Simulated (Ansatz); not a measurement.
The starting structures come from a database of crystals and need not be the phases stable at ambient conditions.

The decay constant κ of evanescent states in the gap governs leakage through a thin film.

Here is the system:

```
CELL_PARAMETERS angstrom
      2.87725     0.00000     0.00000
      0.00000     2.87725     0.00000
      1.43862    -1.43862     2.03452
ATOMIC_POSITIONS crystal
  Al 0.50000 0.50000 0.00000
  N  0.00000 0.00000 0.00000
```

Space group of this cell: Fm-3m, rock salt. The cell is taken as given; by r2SCAN its mean pressure is -6.1 GPa.

Transport runs along the normal of the first two printed cell vectors, the (001) plane of the conventional cell.

No gap correction and no spin-orbit coupling; mid-gap values are interpolated between computed energies.

Task: Give the band gap and the smallest decay constant κ at mid-gap that r2SCAN (Ansatz, a first-principles code) yields.

Result: Gap 5.29 eV on a 14×14×14 mesh; κ = 0.355 1/Å, at the zone centre.
